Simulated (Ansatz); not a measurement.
We consider hcp Gd, described by revPBE (plane waves, PAW; Ansatz, an electronic-structure program).

Numerical settings: plane-wave cutoff 520 eV, 18×18×10 k mesh (along the axes of the cell as run), Fermi–Dirac smearing 0.05 eV, spin-polarised with parallel moments, scalar-relativistic PAW data made under PBE.

Computed points:

```json
[
 {"V (Å³/atom)": "33.535", "E − E_lowest (meV/atom)": "5.80", "P (GPa)": "1.369"},
 {"V (Å³/atom)": "34.233", "E − E_lowest (meV/atom)": "1.41", "P (GPa)": "0.655"},
 {"V (Å³/atom)": "34.932", "E − E_lowest (meV/atom)": "0.00", "P (GPa)": "0.002"},
 {"V (Å³/atom)": "35.630", "E − E_lowest (meV/atom)": "1.31", "P (GPa)": "-0.593"},
 {"V (Å³/atom)": "36.329", "E − E_lowest (meV/atom)": "5.09", "P (GPa)": "-1.135"}
]
```

Problem. Estimate the bulk modulus and its pressure derivative from these points.

Solution. V0 = 34.934 Å³/atom, B0 = 31.1 GPa, B′ = 3.6 (fit to the energies at full precision).

Shape and atoms are relaxed at each volume.

Measured, for comparison: bulk modulus 37.9 GPa (room temperature, no zero-point or thermal correction; as tabulated in Wikipedia's data pages); equilibrium volume per atom 33.05 Å³/atom (room temperature, no zero-point or thermal correction; as tabulated in Söderlind et al. (2014), doi:10.1088/0953-8984/26/41/416001). Computed (rounded) less measured: bulk modulus -18 %, equilibrium volume per atom +5.7 %.

Note: the 4f shell is treated without U or exact exchange, so its levels and filling can be wrong; the collinear magnetic order is the start's and need not be the measured one; the bulk modulus comes from volumes at which shape and atoms were relaxed.

Spin–orbit coupling is not included.

The result took very roughly 19 core-minutes.
